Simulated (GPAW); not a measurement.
# GPAW run on YMg₂ (P6_3/mmc, 6 atoms in the cell): self-consistent single point

Method: LDA (Perdew-Wang 92), GPAW PAW datasets LDA (gpaw-data 1.0.1) (plane waves; GPAW).

The input file:

```python
from ase import Atoms
from ase.units import GPa
from gpaw import GPAW, PW, FermiDirac

atoms = Atoms(['Y', 'Y', 'Mg', 'Mg', 'Mg', 'Mg'],
              cell=[[3.332190, 0.000000, 0.000000],
                    [-1.666095, 2.885761, 0.000000],
                    [0.000000, 0.000000, 16.709160]],
              scaled_positions=[[0.333333, 0.666667, 0.250000],
                                [0.666667, 0.333333, 0.750000],
                                [0.666667, 0.333333, 0.421090],
                                [0.333333, 0.666667, 0.578910],
                                [0.333333, 0.666667, 0.921090],
                                [0.666667, 0.333333, 0.078910]],
              pbc=True)

calc = GPAW(mode=PW(800),
            xc='LDA',
            kpts={'size': (8, 8, 2), 'gamma': True},
            occupations=FermiDirac(0.1),
            nbands=-10,
            convergence={'density': 1e-05, 'energy': 1e-05},
            symmetry={'symmorphic': False, 'tolerance': 0.0005},
            maxiter=120,
            txt='-')

atoms.calc = calc

energy = atoms.get_potential_energy()
print('Energy (eV):', round(energy, 6))
forces = atoms.get_forces()
print('Forces (eV/Ang):')
print(forces.round(5))
stress = atoms.get_stress()
print('Stress (GPa, Voigt):', (stress / GPa).round(4))
```

Output, abridged:

```
Input parameters:
  convergence: {density: 1e-05,
                energy: 1e-05}
  kpts: {gamma: True,
         size: (8, 8, 2)}
  maxiter: 120
  mode: {ecut: 800.0,
         name: pw}
  nbands: -10
  occupations: {fixmagmom: False,
                name: fermi-dirac,
                width: 0.1}
  symmetry: {symmorphic: False,
             tolerance: 0.0005}

species:
  Y:
    name: Yttrium
    Z: 39.0
    valence: 11
    core: 28
    charge: 0.0
    file: Y.LDA.gz

    # Using partial waves for Y as LCAO basis

  Mg:
    name: Magnesium
    Z: 12.0
    valence: 10
    core: 2
    charge: 0.0
    file: Mg.LDA.gz

    # Using partial waves for Mg as LCAO basis

Reference energy: -205684.692913  # eV

Spin-paired calculation

Convergence criteria:
 Maximum [total energy] change in last 3 cyles: 1e-05 eV / valence electron
 Maximum integral of absolute [dens]ity change: 1e-05 electrons / valence electron
 Maximum integral of absolute [eigenst]ate change: 4e-08 eV^2 / valence electron
 Maximum number of scf [iter]ations: 120

Symmetries present (total): 24
Symmetries with fractional translations: 12
128 k-points: 8 x 8 x 2 Monkhorst-Pack grid + [1/16,1/16,1/4]
20 k-points in the irreducible part of the Brillouin zone
       k-points in crystal coordinates                weights
   0:     0.00000000    0.00000000    0.00000000          1/128
   1:     0.00000000    0.00000000    0.50000000          1/128
   2:     0.12500000    0.00000000    0.00000000          6/128
   [... 7 lines left out ...]
          ...
  19:     0.50000000    0.50000000    0.50000000          3/128

Wave functions: Plane wave expansion
  Cutoff energy: 800.000 eV
  Number of coefficients (min, max): 8236, 8327
  Pulay-stress correction: 0.000000 eV/Ang^3 (de/decut=0.000000)

Occupation numbers: Fermi-Dirac:
  width: 0.1000  # eV

Eigensolver

Densities:
  Coarse grid: 24*24*112 grid
  Fine grid: 48*48*224 grid
  Total Charge: 0.000000

Density mixing:
  Method: separate
  Backend: pulay
  Linear mixing parameter: 0.05
  old densities: 5
  Damping of long wavelength oscillations: 50

Hamiltonian:
  XC and Coulomb potentials evaluated on a 48*48*224 grid
  External potential:
    NoExternalPotential

Number of atoms: 6
Number of atomic orbitals: 58
Number of bands in calculation: 41
Number of valence electrons: 62
Bands to converge: occupied

Density initialized from atomic densities
  41 bands from LCAO basis set

Atomic positions and initial magnetic moments

Positions:
   0 Y     -0.000002    1.923842    4.177290    ( 0.0000,  0.0000,  0.0000)
   1 Y      1.666097    0.961919   12.531870    ( 0.0000,  0.0000,  0.0000)
   2 Mg     1.666097    0.961919    7.036060    ( 0.0000,  0.0000,  0.0000)
   3 Mg    -0.000002    1.923842    9.673100    ( 0.0000,  0.0000,  0.0000)
   4 Mg    -0.000002    1.923842   15.390640    ( 0.0000,  0.0000,  0.0000)
   5 Mg     1.666097    0.961919    1.318520    ( 0.0000,  0.0000,  0.0000)

Unit cell:
           periodic     x           y           z      points  spacing
  1. axis:    yes    3.332190    0.000000    0.000000    24     0.1202
  2. axis:    yes   -1.666095    2.885761    0.000000    24     0.1202
  3. axis:    yes    0.000000    0.000000   16.709160   112     0.1492

  Lengths:   3.332190   3.332190  16.709160
  Angles:   90.000000  90.000000 120.000002

Effective grid spacing dv^(1/3) = 0.1356

     iter     time        total  log10-change:
                         energy   eigst   dens
iter:   1 --:--:--   -18.436738
iter:   2 --:--:--   -18.064500   -0.69  -1.35
iter:   3 --:--:--   -17.915782   -1.63  -1.50
iter:   4 --:--:--   -17.806579   -2.11  -1.62
iter:   5 --:--:--   -17.816498   -2.21  -1.86
iter:   6 --:--:--   -17.807528   -3.59  -2.36
iter:   7 --:--:--   -17.793128   -3.05  -2.33
iter:   8 --:--:--   -17.792891   -4.54  -3.24
iter:   9 --:--:--   -17.792552c  -5.09  -3.31
iter:  10 --:--:--   -17.792531c  -5.61  -3.45
iter:  11 --:--:--   -17.792509c  -5.76  -3.82
iter:  12 --:--:--   -17.792506c  -6.85  -3.91
iter:  13 --:--:--   -17.792489c  -7.15  -3.95
iter:  14 --:--:--   -17.792469c  -7.01  -3.99
iter:  15 --:--:--   -17.792506c  -6.48  -4.21
iter:  16 --:--:--   -17.792504c  -8.11c -4.75
iter:  17 --:--:--   -17.792506c  -8.81c -4.86
iter:  18 --:--:--   -17.792507c  -9.46c -4.90
iter:  19 --:--:--   -17.792503c  -8.76c -4.92
iter:  20 --:--:--   -17.792505c  -9.05c -5.19c

Converged after 20 iterations.

Dipole moment: (-0.000000, 0.000000, -0.000000) |e|*Ang

Energy contributions relative to reference atoms: (reference = -205684.692913)

Kinetic:        -13.270924
Potential:      +19.097538
External:        +0.000000
XC:             -22.909395
Entropy (-ST):   -0.215955
Local:           -0.601746
SIC:             +0.000000
--------------------------
Free energy:    -17.900483
Extrapolated:   -17.792505

Showing only first 2 kpts
 Kpt  Band  Eigenvalues  Occupancy
  0    29      2.48463    2.00000
  0    30      3.54724    1.99863
  0    31      4.08636    1.73917
  0    32      6.41038    0.00000

  1    29      1.82239    2.00000
  1    30      3.89053    1.95855
  1    31      3.89053    1.95855
  1    32      6.41044    0.00000

Fermi level: 4.27609

No gap
No difference between direct/indirect transitions
Energy (eV): -17.792505

Forces in eV/Ang:
  0 Y     0.00000    0.00000   -0.00000
  1 Y    -0.00000    0.00000    0.00000
  2 Mg    0.00000   -0.00000   -0.02209
  3 Mg   -0.00000    0.00000    0.02209
  4 Mg    0.00000    0.00000   -0.02209
  5 Mg   -0.00000   -0.00000    0.02209

Stress tensor:
     0.012622     0.000000     0.000000
     0.000000     0.012622    -0.000000
     0.000000     0.000000     0.024354
Stress (GPa, Voigt): [ 2.0222  2.0222  3.9019 -0.      0.      0.    ]
```

The run converged in 20 iterations. GPAW prints stress with tension positive.

The starting cell comes from a database of computed structures (which also holds hypothetical and non-ambient phases and stackings), without a prior relaxation at this level.

Cost on one core of a shared machine: roughly 2 min.
